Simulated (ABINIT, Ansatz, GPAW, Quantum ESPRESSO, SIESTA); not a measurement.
# Code comparison for TiCo (Pm-3m, 2 atoms in the cell)

Self-consistent single point.

```
TiCo
1.0
    2.95505     0.00000     0.00000
    0.00000     2.95505     0.00000
    0.00000     0.00000     2.95505
Ti Co
1 1
Direct
  0.00000   0.00000   0.00000
  0.50000   0.50000   0.50000
```
Moments meant for the start (each program seeds them in its own way; μB, in the order of the atoms Ti Co): 1.0 3.0.

Shared settings, as Ansatz (a quantum-chemistry and plane-wave program) writes them: kpoints.mp_grid.grid = 8 8 8; scf.occupations.method = gaussian; scf.occupations.width = 0.1 eV. Potentials and cutoffs stand in the table.

```tsv
code	model	pressure (GPa)	cutoff
Ansatz	LDA (PW92), PAW files made with PBE	-10.46	420 eV
Quantum ESPRESSO	LDA (PZ), GBRV 1.5 ultrasoft (LDA) pseudopotentials	-10.75	50 Ry
SIESTA	LDA PW92, numerical atomic orbitals DZP, PseudoDojo LDA standard norm-conserving potentials (rewritten from UPF to PSML)	-16.60	grid 350 Ry
ABINIT	LDA (PW92), norm-conserving pseudopotentials (PseudoDojo nc-sr-04 LDA standard)	-10.48	48 Ha
GPAW	LDA (Perdew-Wang 92), GPAW PAW datasets LDA (gpaw-data 1.0.1)	-9.82	850 eV
```

On Ansatz's run: the starting moments vanished: the run ended non-magnetic, which need not be the lowest state. The program warned that a starting moment was not kept.

The spread over the programs that give each value: pressure within 6.78 GPa.

SIESTA uses small atom-centred bases, whose incompleteness enters pressures, forces and empty levels differently from a plane-wave cutoff. Ansatz's pressure is given at a fixed set of plane waves, as the other plane-wave codes print theirs; with its correction for the finite basis it is -10.39 GPa. The same LDA comes in different parametrisations, which differ slightly. In the pressure, SIESTA (by 6.13) lies more than 1 GPa from the median of the plane-wave programs.

The starting cell comes from a database of computed structures (which also holds hypothetical and non-ambient phases and stackings), without a prior relaxation at this level. Its lattice was rescaled by a random factor within 2.5 % of one.

Left out of this page: Elk (not drawn, or without a comparable value).

Keys are those of Ansatz 0.2.
